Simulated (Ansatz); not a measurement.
Worked example: self-consistent single point of Li (Im-3m, 1 atom in the cell) in Ansatz (an electronic-structure program)

Method of the run: PBEsol, default PAW files made with PBE (plane waves; Ansatz).

The input file:

Ansatz 0.2 input:
```yaml
# Li
crystal:
  lattice:
    - [-1.75023500, 1.75023500, 1.75023500]
    - [1.75023500, -1.75023500, 1.75023500]
    - [1.75023500, 1.75023500, -1.75023500]
  atoms:
    - { symbol: Li, position: [0.00000000, 0.00000000, 0.00000000] }
basis:
  ecutwfc: 420.0 eV
kpoints:
  mp_grid: { grid: [13, 13, 13] }
hamiltonian:
  xc: pbesol
  pseudopotentials: { kind: paw }
scf:
  occupations: { method: gaussian, width: 0.1 eV }
output:
  forces: true
  eigenvalues: true
  stress: true
```

Output, abridged:

```
WARN ansatz: RAYON_NUM_THREADS=1 ignored (pool sized by the plan → 1); use --threads N
Pseudopotentials: kind: paw
Pseudopotential: Li, paw, valence charge 3
Crystal: 1 atoms, lattice volume = 21.446 Å³
Basis set: ecut = 420 eV, 429 PW (Γ), exchange–correlation on 48×48×48 points (8 copies of the dense FFT grid, shifted against one another)
Bands: 6, of which v1, the nominal top of the filled ones, is band 2 counted from 1 (1 counted from 0)
Symmetry: 48 space group operations
Space group: Im-3m (ITA 229), of the structure as read, at distance tolerance 2.8e-5 Å
k-points: 84 of 2197
Initial density: superposition of atomic densities (neutral atoms: chi_scale 0, normalization atom), corrected by the library's trained network
Initial wavefunctions: pseudopotential atomic-orbital guess
Eigensolver: davidson
Functional: x = pbesol(κ = 0.804, μ = 0.12345679012345678), c = pbesol(β = 0.046)
SCF iter   1: F=—  HF=-202.997413 eV  |F-HF|=—  |Δ(HF+E_count)|=         —  Δρ=1.41e-3  dr2=1.28e-4  ethr=1.77e-3  ⟨swp⟩=4.0  Hψ=3900  notcnv=0
all-band conjugate gradients solve this SCF's bands
preconditioner: auto → none
SCF iter   2: F=—  HF=-202.996922 eV  |F-HF|=—  |Δ(HF+E_count)|=   4.91e-4  Δρ=5.45e-4  dr2=1.83e-5  ethr=4.25e-6  ⟨swp⟩=2.3  Hψ=1284  notcnv=0
SCF iter   3: F=—  HF=-202.996838 eV  |F-HF|=—  |Δ(HF+E_count)|=   8.44e-5  Δρ=1.98e-5  dr2=4.93e-8  ethr=6.09e-7  ⟨swp⟩=2.0  Hψ=603  notcnv=0  defer=1
iter 4 did not close the SCF: its close was put off for the readings that it lacked (scf_convergence_deferred on its scf_iter line)
SCF iter   4: F=-202.996838 eV  HF=-202.996838 eV  |F-HF|=5.54e-10  |Δ(HF+E_count)|=   4.73e-7  Δρ=1.63e-6  dr2=3.24e-10  ethr=1.64e-9  ⟨swp⟩=2.1  Hψ=584  notcnv=0  defer=1
iter 5 did not close the SCF: its close was put off for the readings that it lacked (scf_convergence_deferred on its scf_iter line)
SCF iter   5: F=-202.996838 eV  HF=-202.996838 eV  |F-HF|=2.02e-12  |Δ(HF+E_count)|=  6.31e-10  Δρ=9.04e-8  dr2=9.70e-13  ethr=1.08e-11  ⟨swp⟩=2.3  Hψ=602  notcnv=0  defer=1
SCF iter   6: F=-202.996838 eV  HF=-202.996838 eV  |F-HF|=0.00e0  |Δ(HF+E_count)|=  2.25e-12  Δρ=2.76e-9  dr2=8.77e-16  ethr=1.00e-12  ⟨swp⟩=1.7  Hψ=1535  notcnv=0
SCF 1 converged in 6 iterations: F = -202.996838 eV  dr2 = 8.77e-16
SCF converged after 6 iterations
Free energy (F): -202.996838 eV
Harris-Foulkes:  -202.996838 eV  (|F-HF|=0.00e0)
Internal energy: -202.994610 eV  (E = F + TS)
E sigma→0 (E₀):  -202.995724 eV
Entropy (-TS):   -0.002228 eV (-2.228 meV/atom)
Fermi energy:    0.903493 eV
--- Per-component energies (eV) ---
  E_band       = -90.857360
  E_kinetic    = 20.976570
  E_local      = -133.681100  (includes V_loc(G=0)·N_el)
  E_nonlocal   = -33.220291
  E_hartree    = 39.680488
  E_xc         = -9.798183
  E_vxc        = -12.682430  (∫ρ·V_xc dr)
  E_paw        = -19.585006  (= ΣΔE_a)
  E_vpaw       = -11.611100  (= ΣTr[D̂ρ^β])
  E_aug_tail   = 0.000014  (compensation charges beyond the density's cutoff)
  E_ewald      = -67.367103
  E_smearing   = -0.002228  (= −TS)
  E_closure    = -0.000000  (closes the sum)
  Σ components = -202.996838   (vs F -202.996838, Δ=0.00e0)
--- Forces (eV/Å), atoms counted from 1 ---
  atom   1  Li     0.00000000     0.00000000    -0.00000000
  max |Σ_I F_I| component: 1.54e-32 eV/Å
--- Stress (GPa, compression-positive) ---
       -0.741310       0.000000       0.000000
       -0.000000      -0.741310       0.000000
       -0.000000       0.000000      -0.741310
  P = ⅓ Tr σ = -0.7413 GPa (-7.413 kbar)
  The stress holds the Pulay correction. Without it, at fixed plane waves, as pw.x and ABINIT print it: P = -0.7445 GPa
--- Band table (eV; the first three rows and the last of 84) ---
  k-point 0: bands = ["-45.1889", "-2.6434", "14.9456", "14.9456", "14.9456", "19.4942"]
  k-point 1: bands = ["-45.1879", "-2.5336", "14.1978", "14.4182", "14.7566", "18.1090"]
  k-point 2: bands = ["-45.1853", "-2.2041", "12.1832", "13.4117", "14.2433", "16.8945"]
  k-point 83: bands = ["-45.1617", "5.4323", "6.2503", "6.2503", "8.4387", "9.2083"]
```

The run converged in 6 iterations.

The starting cell has typed, rounded lattice constants, without a prior relaxation at this level. Its lattice was rescaled by up to half a per cent. Ansatz's pressure includes its estimate of the finite-basis (Pulay) stress.
